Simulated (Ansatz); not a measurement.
V_Al+O_N in metastable zinc-blende AlN: one set of geometries, relaxed with PBE, evaluated in Ansatz (PAW, plane waves to 420 eV, 500 eV under r2SCAN) with PBE, r2SCAN.

Details: 64-site cell; 2×2×2 shifted k-points; start: the Al site; N 1.91 Å away; charged states image-corrected; finite-size errors of tenths of an eV; relaxed from one start, so a lower configuration may exist; flagged in the runs: a doubtful potential alignment.

| quantity | PBE | r2SCAN |
|---|---|---|
| host gap (eV) | 3.31 | … |
| ε(+1/0) above the VBM (eV) | 0.33 | … |
| largest moment on one atom at charge +1 (μB) | 0.54 | … |
| neutral formation energy against fcc Al, N2 molecule in a box, O2 molecule in a box (eV) | 4.15 | … |
| largest moment on one atom at charge 0 (μB) | 0.39 | … |

### Question
Given the lower rungs, what does r2SCAN give?

### Answer

- host gap (eV), r2SCAN: 3.92
- ε(+1/0) above the VBM (eV), r2SCAN: 0.80
- largest moment on one atom at charge +1 (μB), r2SCAN: 0.59
- neutral formation energy against fcc Al, N2 molecule in a box, O2 molecule in a box (eV), r2SCAN: 4.52
- largest moment on one atom at charge 0 (μB), r2SCAN: 0.43

Ansatz is a quantum-chemistry and plane-wave program.
